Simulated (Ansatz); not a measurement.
Partial pair distribution functions of a relaxed model of amorphous Ge₂₂Sb₇Te₁₈C₄, broadened by 0.06 Å; density 5.96 g/cm³. Computed with PBE-D3(BJ), scalar-relativistic without spin-orbit coupling, PAW (Ansatz default set, large-core Te) (plane waves to 420 eV; Ansatz, a program for electronic structure).

Preparation: random packing, a CHGNet melt and quench, and a DFT relaxation. The hot cell started wider than the set density and was brought back towards it in steps. It is the lowest in DFT energy of 3 quenches. It is a model cell: composition and starting density were chosen by hand, and all elements were melted together. The geometry includes D3(BJ) dispersion. Its density started from a set value of 5.82 and ended at 5.96 g/cm³. The simulated quench (nominally 110 K/ps over its main leg) is rapid and tends to freeze in more defects than a deposited or slowly cooled glass has. One small periodic cell is one sample of the glass; other quenches scatter about these values. Volume and shape were free in the relaxation. On a 2×2×2 Γ-centred mesh force components of up to 0.36 eV/Å stay, since the relaxation ran on one k-point at (1/4, 1/4, 1/4).

| r (Å) | g Ge-Te | g Ge-Ge | g Te-Te |
|---|---|---|---|
| 2.30 | 0.00 | 0.00 | 0.00 |
| 2.40 | 0.00 | 0.28 | 0.00 |
| 2.50 | 0.13 | 3.01 | 0.00 |
| 2.60 | 2.01 | 3.80 | 0.00 |
| 2.70 | 4.65 | 2.04 | 0.00 |
| 2.80 | 3.13 | 0.60 | 0.00 |
| 2.90 | 1.15 | 0.05 | 0.00 |
| 3.00 | 0.38 | 0.59 | 0.01 |
| 3.10 | 0.24 | 1.67 | 0.38 |
| 3.20 | 0.41 | 1.93 | 0.80 |
| 3.30 | 0.86 | 1.67 | 0.18 |
| 3.40 | 1.12 | 1.55 | 0.70 |
| 3.50 | 0.50 | 1.29 | 1.46 |
| 3.60 | 0.54 | 1.31 | 2.12 |
| 3.70 | 1.18 | 0.79 | 2.94 |
| 3.80 | 1.47 | 1.26 | 1.98 |
| 3.90 | 1.48 | 1.24 | 1.27 |
| 4.00 | 1.44 | 0.97 | 1.70 |
| 4.10 | 1.53 | 0.74 | 2.62 |
| 4.20 | 1.17 | 0.73 | 1.79 |
| 4.30 | 1.09 | 1.00 | 1.33 |
| 4.40 | 0.99 | 1.04 | 1.43 |
| 4.50 | 0.93 | 0.77 | 1.37 |
| 4.60 | 0.87 | 0.85 | 1.23 |
| 4.70 | 0.55 | 0.88 | 1.01 |
| 4.80 | 0.55 | 1.00 | 0.74 |
| 4.90 | 1.00 | 0.45 | 0.47 |
| 5.00 | 1.24 | 0.40 | 0.59 |
| 5.10 | 1.03 | 0.40 | 0.57 |
| 5.20 | 1.11 | 0.59 | 0.50 |
| 5.30 | 0.89 | 1.12 | 0.48 |

Within 3.06 Å each Ge has 1.45 Te neighbours on average.
